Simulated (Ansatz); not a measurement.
Start from PtTe2 (space group P-3m1, No. 164; a = 4.009 Å, c = 4.960 Å; layered; relaxed with 0.1 eV smearing).

The values are results of Ansatz (a program for electronic structure), PBEsol-D3(BJ), PAW, cutoff 420 eV, no spin-orbit coupling, not measurements.

For the base:

```
Item        Value
--------  -------
Pressure  0.0 GPa
Band gap     zero
```

It is then changed as follows: every lattice vector is stretched by 2.00 %; the atoms relax in the strained cell.

### Question
What does the calculation give for the energy relative to the base after the change?

### Answer
The energy goes up by 22 meV/atom.

### Question
Predict the new pressure.

### Answer
The pressure (mean of the normal stresses, compression positive) goes from zero to -4.7 GPa.

### Question
Predict the new largest internal atomic displacement.

### Answer
The largest internal atomic displacement is 0.045 Å.

### Question
How does this affect the band gap?

### Answer
The band gap stays zero.

Stability against distortions was not tested. The final runs are not spin-polarised.
